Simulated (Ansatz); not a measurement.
## rock-salt TiN (0 0 1) on zinc-blende GaAs (0 0 1) (film strained to the substrate, faces as cut)

A periodic stack without vacuum, rock-salt TiN (0 0 1) on zinc-blende GaAs (0 0 1) (film strained to the substrate, faces as cut): substrate slab As5Ga6, film N12Ti12, surface cells [[1, 0], [1, 1]] and [[0, -1], [2, 1]], film strained by -4.3 and -4.3 %, faces Ga/Ga and NTi/NTi as cut (like faces can put a slab off its formula).

The start was prepared with a machine-learned potential, and the result is one local minimum, with the in-plane cell held and forces under 0.04 eV/Å; the film can end far from its bulk form.

Method: PBE (plane waves to 420 eV, PAW; Ansatz, an electronic-structure program). Spin–orbit coupling is left out; the runs are not spin-polarised; PBE gaps are too small against experiment. Its k-point mesh 8×8×1, Fermi–Dirac width 0.05 eV.

- interface area = 16.5 Å²
- period = 30.31 Å
- gaps between the outermost planes at the two interfaces = 2.58 and 2.60 Å
- Ga–Ti contacts across the interfaces within 1.22 times the sum of covalent radii = 2, mean 2.73 Å
- estimate of the barrier = withheld, since the Fermi level falls at or inside a band of the host, which a slab this thin can't settle

```
CELL_PARAMETERS angstrom
      4.06278    -0.00003    -0.00975
     -0.00003     4.06271    -0.02601
      1.61985     0.82101    30.29766
ATOMIC_POSITIONS crystal
  As 0.79067 0.30312 0.08873
  As 0.71775 0.27826 0.28000
  As 0.25350 0.79383 0.18513
  As 0.64106 0.24863 0.47140
  As 0.18356 0.76348 0.37488
  Ga 0.77169 0.79589 0.13766
  Ga 0.30721 0.49703 0.04537
  Ga 0.70130 0.77113 0.32744
  Ga 0.23582 0.28664 0.23257
  Ga 0.83265 0.74195 0.51309
  Ga 0.15945 0.25618 0.42236
  N  0.95093 0.71729 0.67142
  N  0.45140 0.21738 0.67063
  N  0.47725 0.72852 0.59823
  N  0.97898 0.22851 0.59893
  N  0.89616 0.69523 0.81445
  N  0.39614 0.19540 0.81412
  N  0.42341 0.70634 0.74284
  N  0.92308 0.20615 0.74338
  N  0.84135 0.67400 0.95800
  N  0.34084 0.17227 0.95963
  N  0.36876 0.68465 0.88619
  N  0.86865 0.18468 0.88666
  Ti 0.45108 0.71739 0.67095
  Ti 0.95130 0.21735 0.67094
  Ti 0.97893 0.72838 0.59972
  Ti 0.47671 0.22784 0.60302
  Ti 0.39615 0.69517 0.81452
  Ti 0.89567 0.19511 0.81549
  Ti 0.92300 0.70619 0.74340
  Ti 0.42393 0.20657 0.74145
  Ti 0.34149 0.67431 0.95783
  Ti 0.84278 0.17394 0.95437
  Ti 0.86907 0.68481 0.88568
  Ti 0.36840 0.18446 0.88727
```
